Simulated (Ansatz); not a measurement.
This concerns the formation energy of Au_i in Sn (white tin, I4₁/amd). Reaction: 64 Sn (white tin) + Au (fcc) → cell A.

Cell A: a supercell of 64 sites of Sn (white tin, I4₁/amd) with Au off the lattice sites (7 Sn at 2.75–3.24 Å); spin state with PBE: run without spin, k-point mesh 3×3×3.
```
AuSn64
1.0
   11.89545     0.00000     0.00000
    0.00000    11.89545     0.00000
    0.00000     0.00000    12.86168
Sn Au
64 1
Direct
  0.24873   0.99886   0.06491
  0.99999   0.00043   0.99644
  0.00137   0.24803   0.18613
  0.24951   0.24744   0.12853
  0.25082   0.00123   0.31389
  0.00275   0.99972   0.24563
  0.99676   0.25303   0.43436
  0.25022   0.25216   0.37726
  0.24722   0.00217   0.56459
  0.00081   0.00228   0.49543
  0.00019   0.24995   0.68596
  0.24957   0.25015   0.62899
  0.24709   0.00410   0.81441
  0.00063   0.00089   0.74512
  0.99819   0.25379   0.93804
  0.25039   0.25225   0.87938
  0.26576   0.49506   0.07220
  0.01930   0.50550   0.99822
  0.00684   0.74764   0.19995
  0.23953   0.74580   0.10962
  0.23302   0.50485   0.32009
  0.99366   0.49623   0.24208
  0.99605   0.75025   0.44124
  0.25245   0.75259   0.37359
  0.25160   0.49817   0.56874
  0.00237   0.50003   0.50189
  0.00032   0.75014   0.68967
  0.24913   0.75114   0.61874
  0.24816   0.50085   0.81795
  0.99830   0.49841   0.74916
  0.99662   0.75179   0.93350
  0.25108   0.75333   0.86687
  0.74660   0.01518   0.04824
  0.49703   0.99492   0.00534
  0.50045   0.24471   0.17708
  0.75184   0.24990   0.13335
  0.75424   0.98464   0.30069
  0.50376   0.01139   0.26497
  0.49826   0.25115   0.44321
  0.74526   0.23436   0.37565
  0.75045   0.00031   0.55162
  0.49687   0.99833   0.50936
  0.49967   0.24950   0.68725
  0.75072   0.24983   0.62431
  0.75169   0.99883   0.80127
  0.49780   0.00042   0.75841
  0.50230   0.25023   0.93585
  0.75110   0.24845   0.87005
  0.77110   0.47983   0.04607
  0.50596   0.50288   0.00048
  0.47222   0.77472   0.19168
  0.77983   0.77305   0.10705
  0.76051   0.48503   0.32494
  0.47782   0.47091   0.27123
  0.49950   0.75239   0.44035
  0.74535   0.74224   0.37084
  0.75122   0.50065   0.56424
  0.50075   0.50435   0.50814
  0.49897   0.75120   0.68822
  0.75162   0.75278   0.62046
  0.74787   0.50157   0.80956
  0.49667   0.49853   0.75336
  0.49780   0.75023   0.93578
  0.74567   0.75143   0.86675
  0.63376   0.60995   0.17669
```

Reference: Sn (white tin, I4₁/amd), 64 atoms in the cell, the relaxed perfect crystal repeated, atoms not moved again, k-point mesh 3×3×3 on the run's own vectors.

Reference: Au (fcc, Fm-3m), 1 atom in the cell, k-point mesh 24×24×24 on the run's own vectors. Conventional cell: a = b = c = 4.1580 Å, α = β = γ = 90.00°.

Computed with Ansatz (plane waves, PAW), its PAW set soft_1, cutoff 500 eV. The structures are at rest with PBE, within the held lattices; other levels are single points on them. Neutral cells; Fermi-Dirac smearing of at most 0.10 eV in the solids, energies taken to zero width. The lattices are those relaxed with PBE, so at other levels the solids can be strained. Larger cells are relaxed from a start prepared with the learned potential CHGNet, on a coarser mesh till forces fall under 0.03 eV/Å, which some starts already meet. A dispersion term (D3(BJ), or D4 for r2SCAN) was computed beside these levels and is taken off wherever the name lacks it. Space groups of crystals are read within 0.01 Å. Nuclei at rest; no vibrational terms. No structure search was made; lower ones may exist. Spin-orbit coupling is left out. Values are for these cell sizes. Mesh and cell size may move defect energies by 0.1 eV or more.

### Question
What value does r2SCAN give?

### Answer
0.02 eV, for 64 Sn (white tin) + Au (fcc) → cell A.

Ansatz is a quantum-chemistry and plane-wave program.
